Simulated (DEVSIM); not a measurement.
Structure: abrupt Ge p-n junction, at 250 K.

| layer (left to right) | material | thickness (μm) | Nd (cm⁻³) | Na (cm⁻³) | τn (s) | τp (s) |
|---|---|---|---|---|---|---|
| 1 | Ge | 0.330 | - | 1.8e18 | 1.9e-6 | 1.9e-6 |
| 2 | Ge | 0.320 | 1e15 | - | 1.9e-6 | 1.9e-6 |

Left contact: ohmic. Right contact: ohmic. Voltage is applied to the left contact. Recombination: SRH at mid-gap, radiative, Auger. Mobility is μmin + (μ − μmin)/(1 + (N/Nref)^α).

The device is made up for the run: typed textbook-type constants, with dimensions and the other settings drawn at random. Values at 300 K; Nc and Nv go as T^1.5, mobilities as T to minus their exponent, the gap by Varshni's rule with the affinity fixed.

| parameter | Ge |
|---|---|
| gap (eV) | 0.664 |
| affinity (eV) | 4 |
| permittivity | 16 |
| Nc (cm⁻³) | 1.04e19 |
| Nv (cm⁻³) | 6e18 |
| μn (cm²/Vs) | 3900 |
| μp (cm²/Vs) | 1900 |
| μn,min | 150 |
| μp,min | 100 |
| Nref,n | 2.6e17 |
| Nref,p | 4e17 |
| αn | 0.56 |
| αp | 0.6 |
| T exponent of μn | 1.66 |
| T exponent of μp | 2.33 |
| B (cm³/s) | 6.4e-14 |
| Cn (cm⁶/s) | 1e-31 |
| Cp (cm⁶/s) | 1e-31 |
| Varshni α (eV/K) | 0.000477 |
| Varshni β (K) | 235 |

Simulated with DEVSIM: 1D drift-diffusion, Boltzmann statistics, complete ionisation; no tunnelling, impact ionisation, image-force lowering or self-heating.

The doping Nd of layer 2 was swept, all else fixed.

```
doping Nd of layer 2 (cm^-3)  dark forward voltage at 1 A/cm² (V)  largest field in the device at zero bias (V/cm)  dark forward voltage at 100 A/cm² (V)  potential step across the device at zero bias (V)
----------------------------  -----------------------------------  -----------------------------------------------  -------------------------------------  -------------------------------------------------
3e13                                                        0.058                                            58000                                  0.174                                              0.394
1e14                                                        0.083                                            58000                                  0.199                                              0.420
3e14                                                        0.106                                            58000                                  0.225                                              0.443
1e15                                                        0.135                                            58000                                  0.253                                              0.469
3e15                                                        0.167                                            59000                                  0.286                                              0.493
1e16                                                        0.215                                            63000                                  0.323                                              0.519
3e16                                                        0.251                                            75000                                  0.354                                              0.543
```

From the first row to the last the dark forward voltage at 1 A/cm² goes from 0.058 to 0.251. From the first row to the last the largest field in the device at zero bias goes from 58000 to 75000.
